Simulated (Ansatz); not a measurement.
The parent structure is CrPbO3 in the cubic perovskite structure (space group Pm-3m, No. 221; a = 3.827 Å; ferromagnetic; a cell from a computed database, its experimental status unchecked). Axes: x, y, z lie along the cube axes.

All numbers come from PBEsol in Ansatz (plane waves to 420 eV, PAW, no spin-orbit coupling).

For the base:

Magnetic state: ferromagnetic
Pressure: 0.0 GPa
Volume per atom: 11.21 Å³

One thing is altered: biaxial strain −1.91 %, plane normal [110], relaxed out of plane (Cartesian); in-plane vectors clamped, the third vector and the atoms free.

Question: What does the calculation give for the magnetic state after the change?

Answer: The magnetic state remains ferromagnetic.

Question: Predict the new energy relative to the base.

Answer: The energy rises by 8.7 meV/atom.

Question: Predict the new pressure.

Answer: The pressure (mean of the normal stresses, compression positive) goes from zero to 4.4 GPa.

Question: Estimate the effect on the volume per atom.

Answer: The volume per atom falls by 0.23 Å³, from 11.21 Å³ to 10.98 Å³.

Without a gap, meshes like the base's 12×12×12 leave anisotropic stresses uncertain by several tenths of a GPa, and small strain energies with them. Stability against distortions was not tested. No Hubbard U is applied and the magnetic state is the run's own (CrPbO3 ferromagnetic); small cells can't hold the antiferromagnetic order that many such compounds have, so gaps and moments can be off. Many cubic perovskites are stable only at high temperature; tilts and polar distortions were not tested.

Ansatz is an electronic-structure program.
